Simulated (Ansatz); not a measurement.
The reference is PbS in the rock salt structure (space group Fm-3m, No. 225; a = 5.9747 Å).

Structures relaxed with r2SCAN in Ansatz (plane waves to 500 eV, PAW, without spin-orbit coupling).

Base:

Simulated powder pattern, Co Kα, λ = 1.79026 Å (kinematic, ideal powder, no thermal factors, no anomalous dispersion; the 8 strongest lines at most, above 2 %, up to 2θ = 90°):

```csv
2θ (°),I/Imax (%),hkl
30.08,97,(111)
34.87,100,(200)
50.14,74,(220)
59.59,49,(311)
62.53,26,(222)
73.64,12,(400)
81.54,22,(331)
84.14,37,(420)
```

After one change:

Simulated powder pattern, Co Kα, λ = 1.79026 Å (kinematic, ideal powder, no thermal factors, no anomalous dispersion; the 8 strongest lines at most, above 2 %, up to 2θ = 90°):

```
2θ (°)  I/Imax (%)
------  ----------
30.39           98
35.24          100
50.69           73
60.25           49
63.23           26
74.51           12
82.55           22
85.19           37
```

Problem. Which of these changes matches the shifts?
A. isotropic strain −0.50 %
B. isotropic strain −1.50 %
C. isotropic strain −1.00 %
D. isotropic strain −2.50 %

Solution. C, isotropic strain −1.00 %. Its volume per atom is 25.87 Å³ against 26.66 Å³, and its space group is Fm-3m (No. 225).

No phonon test of stability was made.

Ansatz is an electronic-structure program.
